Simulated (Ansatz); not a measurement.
Ansatz (a quantum-chemistry and plane-wave program) is run on RbMgCO3F (P1, 21 atoms in the cell), and the run fails. The aim is a self-consistent single point with DFT, LDA (PW92), plane waves, default PAW files made with PBE.

Cell that was meant: a = 9.0160 Å, b = 9.0160 Å, c = 3.9403 Å, α = 90.00°, β = 90.00°, γ = 120.00°.

Part of the input:

```yaml
    - [-4.508000, 7.808085, 0.000000]
    - [0.000000, 0.000000, 3.940300]
  atoms:
    - { element: Rb, position_ang: [-1.724725, 2.964293, -0.008070] }
    - { symbol: Rb, position_ang: [3.451194, -0.029257, 0.006663] }
    - { symbol: Rb, position_ang: [2.753099, 4.828317, 0.015320] }
    - { symbol: Mg, position_ang: [-3.255281, 5.644137, 1.960918] }
```

The program printed (abridged):

```
Error: YAML parse error: error: line 8 column 9: unknown field `element`, expected one of symbol, position, position_ang, spin, spin_axis, wyckoff
  --> <input>:8:9
   |
 6 |     - [0.000000, 0.000000, 3.940300]
 7 |   atoms:
 8 |     - { element: Rb, position_ang: [-1.724725, 2.964293, -0.008070] }
   |         ^ unknown field `element`, expected one of symbol, position, position_ang, spin, spin_axis, wyckoff
 9 |     - { symbol: Rb, position_ang: [3.451194, -0.029257, 0.006663] }
10 |     - { symbol: Rb, position_ang: [2.753099, 4.828317, 0.015320] }
   |
```

Q: Read the log: what does the program object to, and what is the fix?

A: The program does not know the word element. To fix it, write symbol. The program stopped before any SCF iteration.

An input that runs soundly differs in these lines (not the only fix; some lines may just follow from the change or write a value another way):
```diff
-    - { element: Rb, position_ang: [-1.724725, 2.964293, -0.008070] }
+    - { symbol: Rb, position_ang: [-1.724725, 2.964293, -0.008070] }
```

With that input, the run converged in 9 iterations: free energy E − TS (on the zero of these files) -23342.2356 eV; top of the valence band (on the code's own zero) 4.30 eV; gap on the k-point mesh 4.49 eV; pressure -2.33 GPa; largest force (vector length) 2.329 eV/Å (DFT, LDA (PW92), plane waves, default PAW files made with PBE).

On the sound input: the starting cell comes from a database of published, mostly measured structures (it also holds non-ambient and calculated ones), without a prior relaxation at this level. Its atoms were displaced at random from the sites of space group no. 189. Forces in this geometry exceed 1 eV/Å. Ansatz's pressure includes its estimate of the finite-basis (Pulay) stress. Without the estimate this run gives -3.11 GPa.
